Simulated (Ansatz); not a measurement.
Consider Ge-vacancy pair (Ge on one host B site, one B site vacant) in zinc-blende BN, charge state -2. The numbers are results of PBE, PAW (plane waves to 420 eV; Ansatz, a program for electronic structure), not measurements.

Cell of 64 host sites held at the relaxed PBE lattice; a 2×2×2 k-point mesh shifted by half a step; Fermi-Dirac width 0.01 eV, spin-restricted; finite-size errors left in. Static, classical nuclei. The charge state is imposed; whether it is stable for some Fermi level was not computed. Forms of the defect that were not tried may lie lower.

Barriers: single points on a 3×3×3 k-point mesh shifted by half a step at the bands' geometries.

The step: one B atom jumps into the vacancy from a nearby B site (Ge-vacancy distance between ideal sites 2.56 → 4.44 Å). Atoms about the jump, Cartesian Å from the middle of the jump, before and after:

| atom | x0 | y0 | z0 | x1 | y1 | z1 |
|---|---|---|---|---|---|---|
| B1 | -0.87 | -0.02 | 0.85 | 0.87 | 0.02 | -0.85 |
| N2 | -0.07 | 0.92 | 0.05 | 0.08 | 0.94 | -0.08 |
| N3 | -0.24 | -0.88 | -1.75 | -0.11 | -0.84 | -1.72 |
| N4 | -1.84 | -0.96 | 0.00 | -1.90 | -1.04 | -0.08 |
| N5 | 0.02 | -0.96 | 1.78 | 0.09 | -1.05 | 1.88 |
| N6 | 1.91 | -1.05 | 0.04 | 1.82 | -0.96 | -0.01 |
| B7 | -0.95 | -1.84 | -0.90 | -0.98 | -1.83 | -0.85 |
| B8 | 0.95 | -1.84 | 0.85 | 0.89 | -1.85 | 0.92 |
| B9 | -0.87 | 1.72 | -0.89 | -0.87 | 1.73 | -0.89 |
| B10 | 0.88 | 1.72 | 0.84 | 0.89 | 1.73 | 0.85 |
| N11 | 0.01 | -2.78 | -0.03 | 0.00 | -2.77 | -0.01 |
| N12 | -1.84 | 0.88 | -1.83 | -1.82 | 0.86 | -1.83 |
| B13 | -2.72 | -0.05 | -0.92 | -2.69 | -0.09 | -0.89 |
| B14 | -0.95 | -0.03 | -2.71 | -0.95 | -0.01 | -2.73 |
| B15 | 0.92 | -0.02 | 2.65 | 0.88 | -0.05 | 2.62 |
| N16 | 1.82 | 0.86 | 1.76 | 1.82 | 0.86 | 1.77 |
| N17 | -1.82 | 0.85 | 1.80 | -1.88 | 0.92 | 1.86 |
| B18 | 2.70 | -0.09 | 0.84 | 2.73 | -0.05 | 0.88 |
| N19 | 1.91 | 0.91 | -1.93 | 1.84 | 0.85 | -1.85 |
| Ge20 | 0.91 | -1.76 | -2.63 | 0.89 | -1.85 | -2.76 |
| B21 | -2.71 | -1.87 | 0.89 | -2.69 | -1.84 | 0.85 |
| B22 | -0.92 | -1.86 | 2.66 | -0.91 | -1.84 | 2.62 |

**Question.** Where do these atoms stand at the saddle point, and how high is it?

**Answer.** 
```
atom      x      y      z
----  -----  -----  -----
B1    -0.05  -0.33  -0.06
N2     0.00   1.03  -0.02
N3    -0.23  -0.88  -1.62
N4    -1.84  -1.03  -0.07
N5     0.09  -1.02   1.77
N6     1.82  -1.03   0.06
B7    -1.03  -1.95  -0.91
B8     0.96  -1.92   0.93
B9    -0.90   1.78  -0.90
B10    0.89   1.76   0.87
N11    0.00  -2.82  -0.01
N12   -1.84   0.89  -1.82
B13   -2.71  -0.07  -0.90
B14   -0.96  -0.01  -2.70
B15    0.90  -0.03   2.62
N16    1.81   0.88   1.77
N17   -1.87   0.92   1.85
B18    2.70  -0.07   0.87
N19    1.89   0.90  -1.91
Ge20   0.91  -1.75  -2.64
B21   -2.69  -1.84   0.89
B22   -0.91  -1.83   2.62
```
It lies 3.46 eV above the start and 2.94 eV above the end. The saddle point's order was not checked.
